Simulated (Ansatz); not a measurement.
## Step by step: formation energy of the neutral Sn_Ge in Ge (diamond, Fd-3m)

We look at the formation energy of the neutral Sn_Ge in Ge (diamond, Fd-3m). Reaction: Sn (white tin) + 53 Ge (diamond) → cell A.

A: a supercell of 54 sites of Ge (diamond, Fd-3m) with Sn on a Ge site (4 Ge at 2.61 Å); spin state with PBE: run without spin.

Method: Ansatz (a program for electronic structure), PAW, neutral cells at 0 K with nuclei at rest, on structures from PBE. Ansatz runs with its default PAW set. Other levels take these structures. The lattices are those relaxed with PBE, so at other levels the solids can be strained, which adds to the spread. Larger cells are relaxed from a start prepared with the learned potential CHGNet till forces fall under 0.03 eV/Å, which some starts already meet. A dispersion term (D3(BJ), or D4 for r2SCAN) was computed beside these levels and is taken off wherever the name lacks it. Space groups of crystals are read within 0.01 Å. The runs are scalar-relativistic, without spin-orbit coupling. Mesh and cell size may move defect energies by 0.1 eV or more. Cell A has symmetry F-43m within 0.02 Å and got no random move, so less symmetric positions, which may lie lower, weren't tried.

Total energies of the cells in eV, at zero smearing width. They compare only within one column; the weights balance every element.

```tsv
cell	atoms	weight	PBE	PBE+D3(BJ)
A: Ge:Sn_Ge	54	+1	-233656.91498	-233672.24546
Sn (white tin)	2	−1/2	-12048.34329	-12049.08740
Ge (diamond)	54	−53/54	-231927.96661	-231943.15405
```

PBE: (-233656.91498) − 1/2 × (-12048.34329) − 53/54 × (-231927.96661) = 0.261 eV.

PBE+D3(BJ): (-233672.24546) − 1/2 × (-12049.08740) − 53/54 × (-231943.15405) = 0.209 eV.

What follows from the PBE value: With the reservoirs of the reaction as written, and without entropy terms or charged states, the share of sites that hold the defect in equilibrium is exp(−0.26 eV/k_BT) = 0.049 at 1000 K.
